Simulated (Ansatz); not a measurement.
The parent structure is InSb in the zinc blende structure (space group F-43m, No. 216; a = 6.519 Å). Axes: x, y, z lie along the cube axes.

Level of theory: PBEsol (Ansatz, a first-principles code, PAW, no spin-orbit coupling).

Base values:

```
Property                        Result
-----------------------------  -------
Shortest interatomic distance  2.823 Å
Pressure                       0.0 GPa
```

The change: uniaxial strain ε_zz = −1.50 %, all other strain components held at zero, atoms relaxed at fixed cell.

Problem. What happens to the energy relative to the base, shortest interatomic distance and pressure?

Solution. The energy rises by 1.5 meV/atom; the shortest interatomic distance shrinks by 0.014 Å, from 2.823 Å to 2.809 Å; the pressure (mean of the normal stresses, compression positive) goes from zero to 0.7 GPa.

Stability against distortions was not tested. The final runs are not spin-polarised.
